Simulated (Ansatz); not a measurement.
The parent structure is BN in the h-BN type structure (space group P6_3/mmc, No. 194; layered, stacked along the Cartesian z axis).

```yaml
crystal:
  lattice:
    - [2.49975, 0.00000, 0.00000]
    - [-1.24987, 2.16485, 0.00000]
    - [0.00000, 0.00000, 6.52535]
  atoms:
    - { symbol: B, position: [0.33333, 0.66667, 0.25000] }
    - { symbol: B, position: [0.66667, 0.33333, 0.75000] }
    - { symbol: N, position: [0.33333, 0.66667, 0.75000] }
    - { symbol: N, position: [0.66667, 0.33333, 0.25000] }
```

Cartesian axes are those of the cell as printed.

Calculations: r2SCAN+rVV10 (Ansatz, a first-principles code; PAW; 500 eV plane waves; no SOC), earlier PAW set.

Perturbation: uniaxial strain ε_xx = +5.35 %, all other strain components held at zero, atoms relaxed at fixed cell.

Problem. Predict the stress tensor and what it implies for the stiffness.

Solution. Stress of the strained cell less that of the base (GPa, compression positive):
```
 -42.81    0.00    0.00
   0.00   -9.00    0.00
   0.00    0.00   -0.10
```

Then −Δσ_ii/ε with ε = 0.0535 gives secant stiffness values (nonlinear terms included at this strain): C11 ≈ 800 GPa and C12 ≈ 168 GPa.

As a check, the harmonic strain energy −½ V₀ Δσ:ε is 63 meV/atom; the computed energy rise is 66 meV/atom.

No phonon test of stability was made.
